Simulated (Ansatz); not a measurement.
## C axis length of W2C (P-3m1, No. 164, 3 atoms in the cell; start mp-1008625) at several levels of theory

No measured value is used here.

| level (code) | value (Å) |
|---|---|
| LDA (Ansatz) | 4.620 |
| PBE (Ansatz) | 4.678 |
| PBEsol (Ansatz) | 4.644 |
| PBE-D3(BJ) (Ansatz) | 4.657 |
| PBE-D4 (Ansatz) | 4.658 |

Density-functional levels without +SOC have no spin–orbit coupling. LDA, PBE, PBEsol, PBE-D3(BJ), PBE-D4: the relaxation could not lower the start's symmetry, so the cell can be a saddle point above a distorted one. Ansatz's density-functional and Hartree–Fock values are scalar-relativistic unless marked +SOC, with PAW data made under PBE.

A start named mp-… is a Materials Project structure, which need not be a measured phase.

Ansatz is a first-principles code.
